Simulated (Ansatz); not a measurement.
Lattice parameter a of VIr3 (P6₃/mmc, No. 194, 8 atoms in the cell; start mp-865496) at several levels of theory

No measured value is used here.

| level (code) | value (Å) |
|---|---|
| LDA (Ansatz) | 5.371 |
| PBEsol (Ansatz) | 5.401 |
| r²SCAN (Ansatz) | 5.425 |

The crystal itself was run without spin with LDA, PBEsol, r²SCAN; a magnetic state was not tried in these runs. Density-functional levels without +SOC have no spin–orbit coupling. LDA, PBEsol, r²SCAN: the run has no spin polarisation, so it can have missed a magnetic state. LDA, PBEsol, r²SCAN: the relaxation could not lower the start's symmetry, so the cell can be a saddle point above a distorted one. Cutoffs differ between the levels. Ansatz's density-functional and Hartree–Fock values are scalar-relativistic unless marked +SOC, with PAW data made under PBE.

A start named mp-… is a Materials Project structure, which need not be a measured phase.

Ansatz is an electronic-structure program.
